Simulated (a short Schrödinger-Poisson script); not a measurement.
**Gated In0.52Al0.48As/In0.53Ga0.47As modulation-doped gas in a quantum well**

Stack: gated In0.52Al0.48As/In0.53Ga0.47As modulation-doped gas in a quantum well, at 300 K.

```tsv
layer	material	thickness (nm)	Nd (cm⁻³)	Na (cm⁻³)
1	In0.52Al0.48As	10	-	-
2	In0.52Al0.48As	20	6e17	-
3	In0.52Al0.48As	2	-	-
4	In0.53Ga0.47As	15	-	-
5	In0.52Al0.48As	4000	-	2e14
```

The device is made up for the run: typed textbook-type constants, with dimensions and the other settings drawn at random. In0.52Al0.48As: permittivity 12.5, conduction-band edge (eV) 0.52, gap (eV) 1.45, electron mass (mₑ) 0.075, Nv at 300 K (cm⁻³) 1.1e19. In0.53Ga0.47As: permittivity 13.9, conduction-band edge (eV) 0, gap (eV) 0.74, Nv at 300 K (cm⁻³) 7.7e18.

Channel valleys (confinement mass, in-plane density-of-states mass, number): Γ 0.041, 0.041, 1. At the gate the conduction-band edge of layer 1 lies 0.65 eV − eVg above the Fermi level of the channel; the field vanishes at the back. Donor level 0.006 eV below the band edge. The barrier under the gate holds no holes. Gaps are held at their typed values at every temperature. Mesh 0.08 nm at interfaces.

Solved with a short Schrödinger-Poisson script written for these runs: 1D Poisson equation in equilibrium, electrons quantum, Hartree plus LDA exchange-correlation (BenDaniel-Duke, 40 states a valley, the channel's in-plane mass for all, wave functions free to enter the barrier), parabolic valleys, classical holes, donors ionised by Fermi statistics, acceptors fully, no traps, pinning or gate leakage.

```tsv
Vg (V)	electrons (cm⁻²)	in the channel layer	C (μF/cm²)	Γ E0 (meV)	Γ E1 (meV)
0.4	1.02e12	1.00e12	0.287	-49.2	31.9
0.35	9.29e11	9.14e11	0.285	-44.3	36.4
0.3	8.41e11	8.27e11	0.282	-39.1	41.3
0.25	7.53e11	7.42e11	0.280	-33.8	46.4
0.2	6.66e11	6.57e11	0.277	-28.1	51.8
0.15	5.80e11	5.72e11	0.274	-22.1	57.7
0.1	4.96e11	4.89e11	0.270	-15.6	64.2
0.05	4.12e11	4.07e11	0.265	-8.4	71.3
0	3.31e11	3.27e11	0.258	-0.4	79.3
-0.05	2.52e11	2.49e11	0.248	8.8	88.6
-0.1	1.77e11	1.75e11	0.233	20.0	100.0
-0.15	1.09e11	1.08e11	0.206	34.4	114.6
-0.2	5.21e10	5.16e10	0.157	55.0	135.4
-0.25	1.60e10	1.58e10	0.0795	86.5	166.9
-0.3	3.02e9	2.99e9	0.0233	130.0	210.3
-0.35	4.66e8	4.61e8	0.00884	178.4	258.6
-0.4	6.96e7	6.89e7	0.00677	227.5	307.7
-0.45	1.04e7	1.03e7	0.00680	276.6	356.8
```

Subbands count from the Fermi level.
